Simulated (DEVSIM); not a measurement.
Device: Au/HfO2/n-GaSb capacitor, at 350 K.

Layer 1 from the left is HfO2, thickness (nm) 2.60. Layer 2 from the left is GaSb, thickness (nm) 5700, Nd (cm⁻³) 1.1e16.

Metal gate on the left, work function 5.1 eV. Fixed charge at the semiconductor interface 2.7e12 cm⁻² (in units of +e); interface traps 2.3e11 cm⁻² eV⁻¹, uniform in energy, neutral level at 0.5 of the gap above the valence band.

Constants are typed, rounded textbook-type inputs, not results; the design itself was drawn at random and stands for no fabricated device. Values at 300 K; Nc and Nv go as T^1.5, mobilities as T to minus their exponent, the gap by Varshni's rule with the affinity fixed.

HfO2: gap (eV) 5.7, affinity (eV) 2.5, permittivity 22. GaSb: gap (eV) 0.726, affinity (eV) 4.06, permittivity 15.7, Nc (cm⁻³) 2.1e17, Nv (cm⁻³) 1.8e19, Varshni α (eV/K) 0.00042, Varshni β (K) 140.

DEVSIM, 1D Poisson equation in equilibrium, Boltzmann statistics, complete ionisation; no quantum confinement or tunnelling. Metal contacts follow the ideal Schottky-Mott rule: no Fermi-level pinning, no interface dipoles.

What does the simulation give for the flat-band voltage, the threshold voltage (band bending 2φF), the minimum of the low-frequency capacitance?

flat-band voltage 0.89 V; threshold voltage (band bending 2φF) 0.50 V; minimum of the low-frequency capacitance 0.108 μF/cm².
